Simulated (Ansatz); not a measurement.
**MgO under a change: isotropic strain +3.67 %**

Take MgO in the rock salt structure (space group Fm-3m, No. 225; a = 4.254 Å) as the base.

One thing is altered: an isotropic linear strain of +3.67 %, atoms relaxed at fixed cell.

The values are results of plane-wave PAW DFT at the PBE level (Ansatz, a program for electronic structure, 420 eV), no SOC, not measurements. Γ-centred 13×13×13 mesh, Fermi–Dirac width 0.05 eV.

| quantity | base | changed | shift |
|---|---|---|---|
| volume per atom | 9.62 Å³ | 10.72 Å³ | +1.10 Å³ |
| space group | Fm-3m (No. 225) | Fm-3m (No. 225) | – |
| shortest interatomic distance | 2.127 Å | 2.205 Å | +0.078 Å |
| energy relative to the base (free energy F) | 0 meV/atom | +48 meV/atom | +48 meV/atom |
| pressure | 0.01 GPa | -12.91 GPa | -12.913 GPa |
| band gap | 4.46 eV | 3.52 eV | -0.94 eV |
| gap character | direct at Γ | direct at Γ | – |
| width of the top valence band | 1.71 eV | 1.53 eV | -0.18 eV |
| electron mass | 0.34 mₑ (at Γ) | 0.30 mₑ (at Γ) | – |

Cost of the whole job for the changed cell (relaxation, final SCF and bands): about 7 core-seconds (a rough figure).

Effective masses come from finite differences of ±0.01 Å⁻¹. Whether these cells are dynamically stable was not tested.
